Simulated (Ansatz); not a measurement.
Ansatz (an electronic-structure program) run on CoAl (Pm-3m, 2 atoms in the cell): zone-centre phonon calculation.

Computed with PBEsol, PAW files made with PBE (plane waves; Ansatz).

```
CoAl
1.0
    2.85142     0.00000     0.00000
    0.00000     2.85142     0.00000
    0.00000     0.00000     2.85142
Al Co
1 1
Direct
  0.50000   0.50000   0.50000
  0.00000   0.00000   0.00000
```

Reference input (self-consistent single point, DFT, PBEsol, plane waves, PAW files made with PBE): basis.ecutwfc = 30.9 Ry; kpoints.mp_grid.grid = 12 12 12; hamiltonian.xc = pbesol; hamiltonian.pseudopotentials = {kind: paw} (the program's default PAW files); scf.occupations.method = gaussian; scf.occupations.width = 0.0073 Ry. This run's input differs from it in these lines:

Ansatz 0.2 input:
```diff
@@ -11,3 +11,3 @@
 kpoints:
-  mp_grid: { grid: [12, 12, 12] }
+  mp_grid: { grid: [9, 9, 9] }
 hamiltonian:
@@ -17,6 +17,4 @@
   occupations: { method: gaussian, width: 0.0073 Ry }
-output:
-  forces: true
-  eigenvalues: true
-  stress: true
+phonons:
+  method: dfpt
```

The program printed (abridged):

```
SCF iter   1: F=—  HF=-5619.002778 eV  |F-HF|=—  |Δ(HF+E_count)|=         —  Δρ=7.48e-2  dr2=1.12e0  ethr=3.10e-3  ⟨swp⟩=4.1  Hψ=4807  notcnv=0
all-band conjugate gradients solve this SCF's bands
preconditioner: auto → none
SCF iter   2: F=—  HF=-5618.826589 eV  |F-HF|=—  |Δ(HF+E_count)|=   1.76e-1  Δρ=3.94e-2  dr2=2.90e-1  ethr=3.10e-3  ⟨swp⟩=2.0  Hψ=1890  notcnv=0  defer=1
   [... lines left out ...]
SCF iter   5: F=—  HF=-5618.771859 eV  |F-HF|=—  |Δ(HF+E_count)|=   7.60e-6  Δρ=1.92e-5  dr2=4.41e-8  ethr=3.03e-7  ⟨swp⟩=2.4  Hψ=1461  notcnv=0  defer=1
SCF iter   6: F=—  HF=-5618.771863 eV  |F-HF|=—  |Δ(HF+E_count)|=   4.38e-6  Δρ=3.18e-6  dr2=1.68e-9  ethr=2.21e-10  ⟨swp⟩=2.1  Hψ=1646  notcnv=0  defer=1
SCF iter   7: F=—  HF=-5618.771863 eV  |F-HF|=—  |Δ(HF+E_count)|=  2.35e-10  Δρ=3.78e-7  dr2=2.27e-11  ethr=8.41e-12  ⟨swp⟩=1.2  Hψ=1099  notcnv=0  defer=1
SCF iter   8: F=-5618.771863 eV  HF=-5618.771863 eV  |F-HF|=9.09e-13  |Δ(HF+E_count)|=  8.19e-12  Δρ=4.41e-8  dr2=1.56e-13  ethr=1.00e-12  ⟨swp⟩=5.0  Hψ=3881  notcnv=0
SCF 1 converged in 8 iterations: F = -5618.771863 eV  dr2 = 1.56e-13
DFPT response loops at Γ: preconditioner auto → Kerker (q_TF=auto, 2.662 Å⁻¹) (partly filled bands, converged f_vac=0.000) …
Free energy (F): -5618.771863 eV
Internal energy: -5618.769651 eV  (E = F + TS)
E sigma→0 (E₀):  -5618.770757 eV
Entropy (-TS):   -0.002213 eV (-1.106 meV/atom)
Fermi energy:    14.307497 eV
--- Phonons (Γ-DFPT): 2 representative perturbations + reference, on 75 of 729 k-points (Σ response iterations 6) ---
  k mesh reduced under 8 symmetry operations, with k and −k counted as one. Each operation leaves every solved perturbation unchanged …
  ASR residual: 1.332e-5 → 0.000e0 eV/Å²; symmetrization residual: 8.712e-7 eV/Å²
  ASR residual per site (eV/Å²): 1.33e-5 1.27e-5
  Γ frequencies (cm⁻¹): 0.00 0.00 0.00 321.34 321.34 321.34
  non-analytic LO–TO correction: not included (Born effective charges unavailable; polar crystals: no LO–TO splitting at Γ)
```

The run converged in 8 iterations. 

Summary of the result:
```
Property                                                                  Result
--------------------------------------------------------  ----------------------
Free energy E − TS (on the zero of these files)                    -5618.7719 eV
Fermi level (on the code's own zero)                                    14.31 eV
Zone-centre frequencies (cm⁻¹; negative means imaginary)  0, 0, 0, 321, 321, 321
```

The starting cell has typed, rounded lattice constants, without a prior relaxation at this level. Its lattice was rescaled by up to half a per cent. Spin polarisation is off.
